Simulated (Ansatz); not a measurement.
# TaAg (model structure, Pmma, No. 51, 4 atoms in the cell)

Method: PBE (PAW; Ansatz, a first-principles code).

Run with plane-wave cutoff 520 eV, 12×18×12 k mesh (along the axes of the cell as run), Fermi–Dirac smearing 0.05 eV, no spin polarisation, scalar-relativistic PAW data made under PBE.

Cell (relaxed at this level):

```cif
data_Ag2Ta2
_chemical_formula_sum 'Ag2 Ta2'
_space_group_name_H-M_alt 'P 1'
_space_group_IT_number 1
_cell_length_a 4.77792
_cell_length_b 2.78952
_cell_length_c 5.30406
_cell_angle_alpha 90.000
_cell_angle_beta 90.000
_cell_angle_gamma 90.000
loop_
_space_group_symop_operation_xyz
  'x, y, z'
loop_
_atom_site_label
_atom_site_type_symbol
_atom_site_fract_x
_atom_site_fract_y
_atom_site_fract_z
_atom_site_occupancy
Ag1 Ag 0.25000 0.00000 0.85335 1
Ag2 Ag 0.75000 0.00000 0.14665 1
Ta1 Ta 0.25000 0.50000 0.35107 1
Ta2 Ta 0.75000 0.50000 0.64893 1
```

For TaAg (model structure, Pmma, No. 51, 4 atoms in the cell), the band gap is none. The bulk modulus is 153 GPa.

Note: the bulk modulus is −V dP/dV from two relaxed cells at ±2 % in volume; the relaxation could raise the start's symmetry but not lower it, so the cell can be a saddle point.

Spin–orbit coupling is not included.

Computed values are for the static lattice.

It cost roughly 5 core-minutes of CPU time.

A model structure was made by putting elements into a prototype or built by hand; it is no filed structure, need not be a known phase, and can be a saddle point held by its symmetry.
